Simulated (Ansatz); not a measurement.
Functionals compared on a constructed model of the (110) surface of bcc Ta, a pseudomorphic layer of Os in the host's stacking (bottom of the slab: a bare face, its two planes held), in Ansatz (plane waves, PAW). The structure was relaxed with PBE; the other rows are single points on it. Cutoff 420 eV (500 eV for r2SCAN).

Set-up: 7 atoms, 14.5 Å thick at the start; mesh 14x14x1; 0.1 eV smearing; dipole correction on; 2 atoms held, the rest relaxed; symmetry of the start imposed; no spin, no spin-orbit, no U. It is one candidate, not shown to be the stable structure of the face. These notes are the PBE run's.

```
functional  work function of the top face (eV)           rough cost of the single point
----------  ----------------------------------  ---------------------------------------
PBE                                       4.51                                        –
RPBE                                (withheld)             very roughly 70 core-seconds
r2SCAN                                    4.48  about 2.1 core-minutes (a rough figure)
```

Problem. What belongs in the gaps?

Solution. 
- RPBE, work function of the top face (eV): 4.35

Ansatz is a program for electronic structure.
